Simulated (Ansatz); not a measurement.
System: cubic perovskite TlMnCl₃. Method: BLYP (Ansatz, an electronic-structure program, PAW).

Run with plane-wave cutoff 520 eV, 8×8×8 k mesh, Fermi–Dirac smearing 0.01 eV, spin-polarised start, scalar-relativistic PAW data made under PBE.

Energies at three volumes about the minimum:

| V (Å³/atom) | E − E_lowest (meV/atom) |
|---|---|
| 27.131 | 1.05 |
| 27.685 | 0.00 |
| 28.239 | 1.04 |

Q: Fit a parabola by hand: where is the minimum, what lattice constant follows, and what is the bulk modulus?

A: Slopes: (0.00 − 1.05)/(27.685 − 27.131) = -1.895 and (1.04 − 0.00)/(28.239 − 27.685) = 1.877 meV/Å³. Curvature E″ = 2 × (1.877 − (-1.895))/(28.239 − 27.131) = 6.809 meV/Å⁶. From the middle of the first interval, the slope vanishes at V0 = 27.4080 − (-1.895)/6.809 = 27.686 Å³/atom. B = V0 E″ = 27.686 × 6.809 meV/Å³ × 0.1602 GPa per meV/Å³ = 30.2 GPa. With 5 atoms in the cube, a = (5 × 27.686)^(1/3) = 5.173 Å. The full Birch–Murnaghan fit to all volumes gives V0 = 27.677 Å³/atom and B0 = 30.2 GPa.

Note: the magnetic order was assumed, not searched for or taken from measurement; the relaxation could not lower the start's symmetry, so the cell can be a saddle point above a distorted one.
